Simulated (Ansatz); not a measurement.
Amorphous Si24O48Mn, 73 atoms at 2.26 g/cm³, one PBE-relaxed geometry, zone centre. Methods: PBE, scalar-relativistic without spin-orbit coupling (Ansatz, a quantum-chemistry and plane-wave program); r2SCAN, scalar-relativistic without spin-orbit coupling (Ansatz); HSE06, scalar-relativistic without spin-orbit coupling (Ansatz). Plane waves to 420 eV (r2SCAN 500 eV); exact exchange is cut at the cell's faces. In the spin-polarised cell the level spacing at the Fermi energy can part levels of unlike spin. At PBE the levels at both edges of the gap are localised (band-tail or defect states), and the nearest spread-out levels lie 5.2 eV apart at the zone centre.

Preparation: random packing, a CHGNet melt and quench, and a DFT relaxation. O atoms were pushed apart under 1.9 Å during the dynamics, to hinder bonds among them. The hot cell started wider than the set density and was brought back towards it in steps. It is the lowest in DFT energy of 2 quenches. It is a model cell: composition and starting density were chosen by hand, and all elements were melted together. No dispersion term was used. Its density started from a set value of 2.26 and ended at 2.26 g/cm³. The simulated quench (nominally 480 K/ps over its main leg) is rapid and tends to freeze in more defects than a deposited or slowly cooled glass has. One small periodic cell is one sample of the glass; other quenches scatter about these values. The volume was held where the preparation left it, at a PBE pressure of -1.2 GPa (tension). Stress components on the final sampling reach 4.4 GPa. Cycles of charging lowered its energy after that relaxation.

The relaxation ran on the zone centre alone. At PBE the level spacing at the Fermi energy is 1.38 eV on a 2×2×2 Γ-centred mesh, and the spacing at the zone centre alone 1.41 eV.

**Question.** What zone-centre spacing does r2SCAN give, roughly?

**Answer.** 2.29 eV (+0.88 eV against PBE).

**Question.** What zone-centre spacing does HSE06 give, roughly?

**Answer.** 3.30 eV (+1.89 eV against PBE).

The highest filled and the lowest empty state spread over these numbers of atoms (participation numbers): PBE: 4.0 and 1.8; r2SCAN: 4.2 and 4.1; HSE06: 4.8 and 37.6.
